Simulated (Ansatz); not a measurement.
The parent structure is Cs in the bcc (W type) structure (space group Im-3m, No. 229).

```xyz
1
Lattice="-3.0053 3.0053 3.0053 3.0053 -3.0053 3.0053 3.0053 3.0053 -3.0053" Properties=species:S:1:pos:R:3 pbc="T T T"
Cs     0.0000     0.0000     0.0000
```

Computed with DFT with PBEsol, PAW potentials and a 420 eV plane-wave cutoff in Ansatz (a quantum-chemistry and plane-wave program), scalar-relativistic without spin-orbit coupling.

For the base:

The lattice parameter a is 6.011 Å.

Now apply this change: full substitution Cs → La, then cell and atoms are relaxed.

Tabulated Pauling electronegativity and covalent radius: Cs 0.79, 2.44 Å; La 1.10, 2.07 Å.

### Question
What happens to the lattice parameter a?

### Answer
The lattice parameter a shrinks by 1.901 Å, from 6.011 Å to 4.110 Å.

Stability against distortions was not tested. For La in this form, whether it has been made was not checked. The final runs are not spin-polarised. This is not the structure that La has at room temperature and ambient pressure.
